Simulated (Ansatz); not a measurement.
Start from CsBH4 (space group F-43m, No. 216; a cell from a computed database, its experimental status unchecked).

```
CsBH4
1.0
    0.00000     3.61231     3.61231
    3.61231     0.00000     3.61231
    3.61231     3.61231     0.00000
Cs B H
1 1 4
Direct
  0.00000   0.00000   0.00000
  0.50000   0.50000   0.50000
  0.40127   0.40127   0.79620
  0.40127   0.79620   0.40127
  0.79620   0.40127   0.40127
  0.40127   0.40127   0.40127
```

Cartesian axes are those of the cell as printed.

Calculations: PBEsol (Ansatz, a quantum-chemistry and plane-wave program), without spin-orbit coupling.

One thing is altered: the cell is scaled by 0.9707 in all directions, atoms relaxed at fixed cell.

Predict the stress tensor and what it implies for the stiffness.

Stress of the strained cell less that of the base (GPa, compression positive):
```
   1.39    0.00    0.00
   0.00    1.39    0.00
   0.00    0.00    1.39
```

Then B = −ΔP/(ΔV/V₀) with ΔV/V₀ = -0.0853 gives secant stiffness values (nonlinear terms included at this strain): B ≈ 16 GPa.

As a check, the harmonic strain energy −½ V₀ Δσ:ε is 6.0 meV/atom; the computed energy rise is 5.3 meV/atom.

No phonon test of stability was made.
